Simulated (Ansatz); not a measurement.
Consider interstitial Y in corundum, charge state +3. Method: PBE, PAW (plane waves to 420 eV; Ansatz, an electronic-structure program).

Settings: 120 host sites, the relaxed PBE lattice, the Γ point alone, smearing 0.01 eV, spin-restricted, no image-charge correction. Energies are static. The charge state is imposed; whether it is stable for some Fermi level was not computed. Sites that were not tried may lie lower.

Barriers: single points on a 2×2×2 k-point mesh shifted by half a step along c at the bands' geometries.

Relaxed starting cell (atoms counted from 1):

```xyz
121
Lattice="9.6175 0.0000 0.0000 -4.8088 8.3290 0.0000 0.0000 0.0000 13.1251" Properties=species:S:1:pos:R:3 pbc="T T T"
Al     0.0010     0.0007     4.3876
Al    -2.4043     4.1456     4.6158
Al     4.7933     0.0113     4.6158
Al     2.4228     4.1742     4.6157
Al     2.4331     1.4531     2.4339
Al     0.0011     5.5534     2.4290
Al     7.1447     1.3807     2.4340
Al     4.8516     5.4973     2.4339
Al     0.0379     2.8276     4.1032
Al    -2.3780     6.8844     4.1032
Al     4.8098     2.7771     4.1263
Al     2.3432     6.9482     4.1031
Al     2.4427     1.4455     6.3157
Al     0.0011     5.5534     6.2998
Al     7.1465     1.3929     6.3157
Al     4.8401     5.4927     6.3157
O      3.2676     0.0038     3.2754
O      0.9604     4.1924     3.2822
O      8.1382    -0.0081     3.2425
O      5.7676     4.1410     3.2845
O      0.7336     1.2871     3.2425
O     -1.6572     5.4030     3.2822
O      5.5121     1.2656     3.2845
O      3.1792     5.4993     3.2754
O      1.4616     2.7829     5.4472
O     -0.9594     6.9513     5.4472
O      6.2751     2.7687     5.4500
O      3.9924     7.0310     5.5226
O     -0.7294     4.0226     5.4472
O     -3.2743     8.2712     5.5226
O      4.0843     4.0502     5.4500
O      1.6700     8.2035     5.4472
O     -0.7150     1.3579     5.5226
O     -3.1285     5.6737     5.4472
O      4.0699     1.5122     5.4500
O      1.6919     5.6862     5.4472
O     -1.6349     2.8280     3.2754
O     -4.0599     7.0521     3.2425
O      3.1497     2.9246     3.2845
O      0.7000     7.0647     3.2822
Al     2.5701     1.4386     9.0165
Al     0.0010     5.5534     9.0074
Al     7.0888     1.5066     9.0164
Al     4.7705     5.3859     9.0165
Al    -0.0243     2.8452     6.8315
Al    -2.3316     6.9293     6.8315
Al     4.8098     2.7770     6.8022
Al     2.3590     6.8855     6.8314
Al     0.0011     0.0007     6.7421
Al    -2.3880     4.2003     8.5131
Al     4.8325    -0.0301     8.5131
Al     2.3674     4.1609     8.5131
Al    -0.0376     2.8615    10.7198
Al    -2.3108     6.9328    10.7199
Al     4.8098     2.7770    10.7195
Al     2.3515     6.8658    10.7199
O      0.8774     1.3730     7.5957
O     -1.4563     5.5526     7.6377
O      5.7446     1.3808     7.6422
O      3.3369     5.5011     7.5930
O      3.1332     2.6655     7.6422
O      0.7291     6.8158     7.6376
O      7.9054     2.6906     7.5930
O      5.5601     6.8846     7.5957
O      1.9512     0.0646     9.9137
O     -0.9633     4.2399     9.8549
O      6.3384    -0.0135     9.8255
O      3.8253     4.0472     9.8289
O     -1.0292     1.6576     9.9136
O     -3.1553     5.4962     9.8255
O      4.2020     1.2894     9.8289
O      1.6207     5.3749     9.8549
O      1.6288     2.8485     9.8255
O     -0.6543     7.0452     9.8549
O      6.4021     2.9945     9.8289
O      3.8900     6.6088     9.9136
O      3.1871     0.1394     7.5930
O      0.7304     4.2916     7.6376
O      7.9919     0.0735     7.5956
O      5.5515     4.2847     7.6422
Al     0.0325     2.8373     0.2456
Al    -2.3669     6.8842     0.2456
Al     4.8098     2.7771     0.2668
Al     2.3376     6.9386     0.2456
Al     0.0011     0.0007    12.6628
Al    -2.4198     4.1813    11.1803
Al     4.8320     0.0069    11.1803
Al     2.3997     4.1429    11.1803
Al     2.4661     1.3975    12.8415
Al     0.0011     5.5534    12.8782
Al     7.1765     1.4371    12.8416
Al     4.7870     5.4966    12.8415
Al     0.0011     0.0007     2.0115
Al    -2.3828     4.1516     1.9356
Al     4.7878    -0.0103     1.9356
Al     2.4069     4.1898     1.9356
O     -1.4861     2.8504    12.1113
O     -3.8743     6.9169    12.0494
O      3.3486     2.7763    12.0411
O      0.9302     6.9409    12.0431
O      0.7381     4.0549    12.0431
O     -1.5962     8.1928    12.1114
O      5.5397     4.0429    12.0411
O      3.1196     8.2277    12.0494
O      3.8531     1.3864     1.1146
O      1.4645     5.5675     1.1195
O      8.7796     1.2975     0.9652
O      6.2785     5.5379     1.1108
O      1.6845     2.6686     1.1108
O     -0.7429     6.8137     1.1195
O      6.4925     2.6438     1.1147
O      4.1063     6.9548     0.9652
O      1.5436     0.0789     0.9652
O     -0.7185     4.2789     1.1195
O      6.4664     0.1247     1.1108
O      4.0838     4.3009     1.1146
O      0.7579     1.5155    12.0494
O     -1.6652     5.6643    12.0431
O      5.5411     1.5120    12.0411
O      3.0855     5.6169    12.1114
Y     -4.8077     8.3296     9.4402
```
Cell charge +3.

End state 1 differs by these moves (Å; atoms that move under 0.08 Å are left out):

```json
[
 {"atom": "1", "element": "Al", "Δx": "0.00", "Δy": "0.00", "Δz": "0.16"},
 {"atom": "41", "element": "Al", "Δx": "-0.07", "Δy": "-0.04", "Δz": "-0.05"},
 {"atom": "43", "element": "Al", "Δx": "0.07", "Δy": "-0.04", "Δz": "-0.05"},
 {"atom": "44", "element": "Al", "Δx": "0.00", "Δy": "0.08", "Δz": "-0.05"},
 {"atom": "49", "element": "Al", "Δx": "0.00", "Δy": "0.00", "Δz": "0.28"},
 {"atom": "53", "element": "Al", "Δx": "0.00", "Δy": "0.08", "Δz": "-0.05"},
 {"atom": "54", "element": "Al", "Δx": "0.07", "Δy": "-0.04", "Δz": "-0.05"},
 {"atom": "56", "element": "Al", "Δx": "-0.07", "Δy": "-0.04", "Δz": "-0.05"},
 {"atom": "64", "element": "O", "Δx": "0.01", "Δy": "-0.07", "Δz": "0.04"},
 {"atom": "65", "element": "O", "Δx": "0.00", "Δy": "-0.13", "Δz": "-0.14"},
 {"atom": "69", "element": "O", "Δx": "0.11", "Δy": "0.06", "Δz": "-0.14"},
 {"atom": "76", "element": "O", "Δx": "-0.11", "Δy": "0.06", "Δz": "-0.14"},
 {"atom": "85", "element": "Al", "Δx": "0.00", "Δy": "0.00", "Δz": "0.28"},
 {"atom": "93", "element": "Al", "Δx": "0.00", "Δy": "0.00", "Δz": "0.16"},
 {"atom": "117", "element": "O", "Δx": "-0.01", "Δy": "-0.07", "Δz": "0.04"},
 {"atom": "121", "element": "Y", "Δx": "0.00", "Δy": "0.00", "Δz": "0.80"}
]
```

Task: Estimate the forward and backward barriers to end state 1 that PBE, PAW returns for this input.

Result: forward 0.076 eV, backward 0.076 eV; at the saddle point atom 121 has neighbours 3 O at 2.00 Å. The saddle point's order was not checked, and it lies on a symmetry element of the cell, where a band can be held.
